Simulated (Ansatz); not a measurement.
GaN: pressure 50 GPa

Take GaN in the wurtzite structure (space group P6_3mc, No. 186; a = 3.183 Å, c = 5.184 Å) as the base.

Perturbation: a hydrostatic pressure of 50 GPa.

All numbers come from Kohn–Sham DFT with the r2SCAN functional, run in Ansatz (a first-principles code) with PAW and 500 eV plane waves, no SOC. Γ-centred 12×12×7 mesh, Fermi–Dirac width 0.05 eV.

* **Volume per atom**: 9.55 Å³ (base 11.37 Å³)
* **Density**: 7.28 g/cm³ (base 6.11 g/cm³)
* **c/a ratio**: 1.630 (base 1.628)
* **Shortest interatomic distance**: 1.836 Å (base 1.946 Å)
* **Enthalpy H = E + PV relative to the base's energy**: +3.22 eV/atom
* **Band gap**: 3.56 eV (base 2.35 eV)
* **Gap character**: direct at Γ (base direct at Γ)
* **Width of the top valence band**: 3.46 eV (base 2.85 eV)
* **Electron mass**: 0.24 mₑ along c, 0.27 mₑ across (at Γ) (base 0.17 mₑ along c, 0.19 mₑ across (at Γ))
* **Valence-band top at Γ (three highest levels, from the VBM)**: 0.00, 0.00, -0.08 eV (base 0.00, 0.00, -0.04 eV)

Final structure:

```
GaN
1.0
    3.00158     0.00000     0.00000
   -1.50079     2.59945     0.00000
    0.00000     0.00000     4.89382
Ga N
2 2
Direct
  0.66667   0.33333   0.00062
  0.33333   0.66667   0.50062
  0.66667   0.33333   0.62458
  0.33333   0.66667   0.12458
```

Cost of the whole job for the changed cell (relaxation, final SCF and bands): around 50 core-seconds (rough).

Load acts through the strain it causes; cell and atoms are relaxed under it. Effective masses come from finite differences of ±0.01 Å⁻¹. Whether these cells are dynamically stable was not tested. Measured, GaN leaves this structure (for rock salt) near 47 GPa (temperature not stated; as listed in Datta, Sujoy, Jana, Debnarayan, arXiv (2020)), on rising pressure, with hysteresis.
